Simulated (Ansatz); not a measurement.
The starting structures come from a database of crystals and need not be the phases stable at ambient conditions.

 Where the default PAW files enter, the runs use the earlier of Ansatz's two default sets.

Given:

```
SnZnO3
1.0
    5.35089     0.00000     0.00000
   -2.67544     4.98675     0.00000
    2.67544     1.43541     4.40609
Zn Sn O
2 2 6
Direct
  0.56814   0.85221   0.71593
  0.56814   0.35221   0.21593
  0.00368   0.00552   0.99816
  0.00368   0.50552   0.49816
  0.81991   0.71268   0.39290
  0.10558   0.71268   0.78719
  0.49987   0.71268   0.10723
  0.10558   0.21268   0.60723
  0.49987   0.21268   0.89290
  0.81991   0.21268   0.28719
```

Space group of this cell: R3c. The cell is taken as given; by PBEsol its mean pressure is -7.1 GPa.

Level of theory: PBEsol (plane waves, PAW; Ansatz, a quantum-chemistry and plane-wave program).

The current runs along the normal of the first two printed vectors; no spin-orbit coupling. Scaled by the factor s: all lengths (ions clamped). The meshes follow the cell: 8×8×8 and 8×6 across at s = 0.98, 8×8×8 and 6×6 across at s = 1.00, 8×8×8 and 6×6 across at s = 1.02.

| s | mean pressure (GPa) | slowest mid-gap decay constant κ (1/Å) |
|---|---|---|
| 0.98 | 3.8 | ? |
| 1.00 | -7.1 | 0.127 |
| 1.02 | -15.1 | 0.093 |

Task: Take the slope of the slowest mid-gap decay constant κ against ln s from the two given rows, extrapolate to s = 0.98, and say what the run there gives.

Result: Slope = (0.093 − 0.127) / ln 1.02 = -1.72 1/Å. The line gives 0.127 + (-1.72) × ln 0.98 = 0.162 1/Å. The run gives 0.163 1/Å, 0.001 1/Å over the line, 4 % of the predicted step.
